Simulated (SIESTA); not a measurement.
**Relaxation of the atoms of FeI2 (P-3m1, 3 atoms in the cell) at several settings**

```xyz
3
Lattice="4.0400 0.0000 0.0000 -2.0200 3.4987 0.0000 0.0000 0.0000 6.7500" Properties=species:S:1:pos:R:3 pbc="T T T"
Fe     0.0000     0.0000     0.0000
I      0.0000     2.3325     1.6875
I      2.0200     1.1662     5.0625
```
Moments meant for the start (each program seeds them in its own way; μB, in the order of the atoms Fe I I): 4.0 0.0 0.0.

Base: GGA PBEsol, numerical atomic orbitals DZP, PseudoDojo PBEsol standard norm-conserving potentials (rewritten from UPF to PSML) (SIESTA). Its settings: XC.functional = GGA; XC.authors = PBEsol; potentials = PseudoDojo PBEsol standard; PAO.BasisSize = DZP; PAO.EnergyShift = 0.01 Ry; MeshCutoff = 300 Ry; kgrid.MonkhorstPack = 8 8 4 shifted by 0.5 0.5 0.5; OccupationFunction = FD; ElectronicTemperature = 1160.45 K; Spin = polarized; DM.InitSpin = [1 +4.00, 2 +0.00, 3 +0.00]; MaxSCFIterations = 150; SCF.Mixer.Method = Pulay; SCF.Mixer.Weight = 0.1; SCF.Mixer.History = 8; SCF.DM.Tolerance = 1.0E-05. Starting volume 31.80 Å³ per atom.

Each line gives the change from the base single point and the result:

- MD.TypeOfRun: default → Broyden; MD.Steps: default → 40; MD.MaxForceTol: default → 0.02 eV/Ang: pressure -2.89 GPa; largest force (vector length) 0.012 eV/Å; relaxation steps 7; free energy against the base single point -47.7 meV/atom.
- atoms moved at random; MD.TypeOfRun: default → Broyden; MD.Steps: default → 40; MD.MaxForceTol: default → 0.1 eV/Ang: pressure -2.75 GPa; largest force (vector length) 0.061 eV/Å; relaxation steps 7; free energy against the base single point -47.6 meV/atom.
- atoms moved at random; SCF.DM.Tolerance: 1.0E-05 → default; SCF.DM.Converge: default → false; SCF.H.Converge: default → false; SCF.FreeE.Converge: default → true; SCF.FreeE.Tolerance: default → 1.0E-03 eV; MD.TypeOfRun: default → Broyden; MD.Steps: default → 40; MD.MaxForceTol: default → 0.03 eV/Ang: pressure -2.96 GPa; largest force (vector length) 0.011 eV/Å; relaxation steps 19; free energy against the base single point -47.7 meV/atom.

The starting cell comes from a database of published, mostly measured structures (it also holds non-ambient and calculated ones), without a prior relaxation at this level. With one magnetic atom in the cell only a parallel order is possible. Values carry the incompleteness of an atom-centred basis.
